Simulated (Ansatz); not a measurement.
Input:

```
SiO2
1.0
    4.16027     0.00000     0.00000
    0.00000     4.16027     0.00000
    0.00000     0.00000     2.66320
Si O
2 4
Cartesian
  0.00000   0.00000   0.00000
  2.08013   2.08013   1.33160
  1.27183   1.27183   0.00000
  3.35196   0.80831   1.33160
  0.80831   3.35196   1.33160
  2.88844   2.88844   0.00000
```

No spin polarisation.

Calculations: LDA, PAW, 420 eV (Ansatz, an electronic-structure program; spin-orbit coupling left out). Γ-centred 8×8×12 mesh, Fermi–Dirac width 0.05 eV.

Problem. Predict the gap character, band gap, valence-band top at Γ and hole mass.

Solution. 
* **Gap character**: direct at Γ
* **Band gap**: 5.76 eV
* **Valence-band top at Γ (three highest levels, from the VBM)**: 0.00, -0.90, -0.90 eV
* **Hole mass**: 1.7 mₑ along c, 1.1 mₑ across (at Γ)

Load acts through the strain it causes; cell and atoms are relaxed under it. Effective masses come from finite differences of ±0.01 Å⁻¹. Whether these cells are dynamically stable was not tested. The cell was made from SiO2 in the rutile structure (space group P4_2/mnm, No. 136) by this change: pressure −1 GPa.
